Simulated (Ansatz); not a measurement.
C11b MoSi2

All values below come from r²SCAN+rVV10 in Ansatz (PAW).

Settings: plane-wave cutoff 500 eV, 18×18×18 k mesh, Fermi–Dirac smearing 0.05 eV, no spin polarisation, scalar-relativistic PAW data made under PBE.

Cell (relaxed at this level):

Space group I4/mmm (No. 139); a = b = 3.1962 Å, c = 7.8108 Å, α = β = γ = 90.00°

```csv
atom,site,symmetry,x,y,z
Si,4e,4mm,0.0000,0.0000,0.3353
Mo,2a,4/mmm,0.0000,0.0000,0.0000
```
(The calculation used a cell of 3 atoms; values per cell refer to that cell.)

- equilibrium volume per atom = 13.30 Å³/atom
- equilibrium lattice constant a = 3.196 Å
- lattice parameter c = 7.811 Å

Measured, for comparison: lattice constant a 3.205 Å, lattice parameter c 7.845 Å (temperature not stated, no zero-point or thermal correction; as tabulated in Pavlosiuk et al. (2022), arXiv:2202.05362). Computed (rounded) less measured: lattice constant a -0.3 %, lattice parameter c -0.4 %. A static lattice is as a rule a little smaller and stiffer than an uncorrected measurement, which narrows the difference in the lattice parameter c and would widen misses of the other sign.

Computed values are for the static lattice.

Computing time: about 80 core-seconds (a rough figure).

Ansatz is a program for electronic structure.
